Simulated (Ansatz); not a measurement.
ZnAu, pressure series

Start from ZnAu in the CsCl type structure (space group Pm-3m, No. 221).

```
CELL_PARAMETERS angstrom
      3.12862     0.00000     0.00000
      0.00000     3.12862     0.00000
      0.00000     0.00000     3.12862
ATOMIC_POSITIONS crystal
  Zn 0.50000 0.50000 0.50000
  Au 0.00000 0.00000 0.00000
```

Cell and atoms are relaxed at each pressure.

Computed with plane-wave PAW DFT at the PBEsol level (Ansatz, an electronic-structure program, 420 eV), spin-orbit coupling left out.

```csv
P (GPa),V (Å³/atom)
-2.01,15.538
-1.01,15.423
0.89,15.218
2.09,15.098
4.50,14.873
9.01,14.502
15.00,14.082
22.50,13.643
30.01,13.272
```

Fit a third-order Birch–Murnaghan equation of state.

Least squares on P(V) = (3B₀/2)[(V₀/V)^(7/3) − (V₀/V)^(5/3)]·[1 + (3/4)(B₀′ − 4)((V₀/V)^(2/3) − 1)] gives V₀ = 15.31 Å³/atom, B₀ = 143 GPa and B₀′ = 5.3.

Measured bulk modulus of ZnAu: 131 GPa (temperature not stated; as listed in Niraj K. Nepal et al., Phys. Rev. B (2020)); the computed value is for a static lattice, so the two differ by thermal effects too.

Load acts through the strain it causes; cell and atoms are relaxed under it. No phonon test of stability was made. Competing high-pressure phases were not computed.
